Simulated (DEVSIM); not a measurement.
Device: illuminated Ge n-on-p cell, one wavelength, at 300 K.

Layer 1 from the left is Ge, thickness (μm) 0.290, Nd (cm⁻³) 3.2e18, τn (s) 1.3e-7, τp (s) 1.2e-8, absorption coefficient (cm⁻¹) 270. Layer 2 from the left is Ge, thickness (μm) 27.0, Na (cm⁻³) 4.2e15, τn (s) 1.9e-7, τp (s) 1.9e-7, absorption coefficient (cm⁻¹) 270.

Left contact: ohmic, minority hole recombination velocity 5e6 cm/s. Right contact: ohmic, minority electron recombination velocity 30 cm/s. Voltage is applied to the left contact. Recombination: SRH at mid-gap, radiative, Auger. Light enters at the left, 1.1e16 photons cm⁻² s⁻¹, one pass, no reflection. Mobility is μmin + (μ − μmin)/(1 + (N/Nref)^α).

This is a model device: material constants are rounded textbook-type values typed into the input, and sizes, dopings and lifetimes were drawn at random. Values at 300 K.

Ge: gap (eV) 0.664, affinity (eV) 4, permittivity 16, Nc (cm⁻³) 1.04e19, Nv (cm⁻³) 6e18, μn (cm²/Vs) 3900, μp (cm²/Vs) 1900, μn,min 150, μp,min 100, Nref,n 2.6e17, Nref,p 4e17, αn 0.56, αp 0.6, B (cm³/s) 6.4e-14, Cn (cm⁶/s) 1e-31, Cp (cm⁶/s) 1e-31.

DEVSIM, 1D drift-diffusion, Boltzmann statistics, complete ionisation; no tunnelling, impact ionisation, image-force lowering or self-heating.

Q: What does the simulation give for the largest field in the device at zero bias, the dark forward voltage at 100 A/cm²?

A: largest field in the device at zero bias 84000 V/cm; dark forward voltage at 100 A/cm² 0.409 V.
